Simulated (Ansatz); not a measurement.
# Hypothetical ReO3 type BiF3: element substitutions

The reference is BiF$_{3}$ in the ReO3 type structure (space group Pm-3m, No. 221; a hypothetical phase, not in the database extracts checked).

```
BiF3
1.0
    4.52650     0.00000     0.00000
    0.00000     4.52650     0.00000
    0.00000     0.00000     4.52650
Bi F
1 3
Direct
  0.00000   0.00000   0.00000
  0.50000   0.00000   0.00000
  0.00000   0.00000   0.50000
  0.00000   0.50000   0.00000
```

Each row replaces one element on all its sites; cell and atoms are relaxed.

The values are results of Kohn–Sham DFT with the r2SCAN functional, run in Ansatz (a first-principles code) with PAW and 500 eV plane waves, no spin-orbit coupling, not measurements.

Notes on the quantities. electron mass: degenerate bands, along [100].

| case | band gap | shortest interatomic distance | hole mass | electron mass | gap character |
|---|---|---|---|---|---|
| base | 3.55 eV | 2.263 Å | 0.29 mₑ (at R) | 0.18, 2.1, 2.1 mₑ (at R) | direct at R |
| Bi → As | 1.39 eV | 2.042 Å | 0.13 mₑ (at R) | 0.096, 1.5, 1.5 mₑ (at R) | direct at R |
| F → Br | 0.98 eV | 2.844 Å | 0.074 mₑ (at R) | 0.045, 0.65, 0.65 mₑ (at R) | direct at R |
| F → Cl | 1.49 eV | 2.699 Å | 0.11 mₑ (at R) | 0.067, 0.85, 0.85 mₑ (at R) | direct at R |
| Bi → Tl | 1.43 eV | 2.154 Å | – | 0.29 mₑ (at Γ) | indirect, R → Γ |

Spin-orbit coupling, missing from the scalar runs, can matter with Bi and Tl. Effective masses come from finite differences of ±0.01 Å⁻¹. Whether these cells are dynamically stable was not tested. As relaxed here, AsF3, BiBr3, BiCl3 and TlF3 are hypothetical phases, not in the database extracts checked.
